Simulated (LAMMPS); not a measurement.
MD of NaCl (rock salt) at zero pressure, 1728 atoms, as a crystal; each row is its own run.

Level of theory: classical MD, pair style eim, file ffield.eim (LAMMPS).

| T (K) | volume (Å³/atom) |
|---|---|
| 200 | 22.442 |
| 300 | 22.519 |
| 630 | 22.781 |
| 790 | 22.917 |
| 940 | 23.041 |
| 1100 | 23.181 |
| 1260 | 23.325 |

Fit a straight line, y = a + b x, to these rows (x is the first column, y the second) and predict the run at x = 470.

Least squares gives a = 22.268 and b = 0.0008299. At x = 470 the fit predicts 22.658 Å³/atom. The run itself gave 22.6526 ± 0.0005 Å³/atom, so the fit is 0.022 % high.

Caution (rows 470; 630; 790; 940; 1100; 1260): a run this short can hold a crystal over, or a liquid under, the potential's own melting point, which these runs don't give.
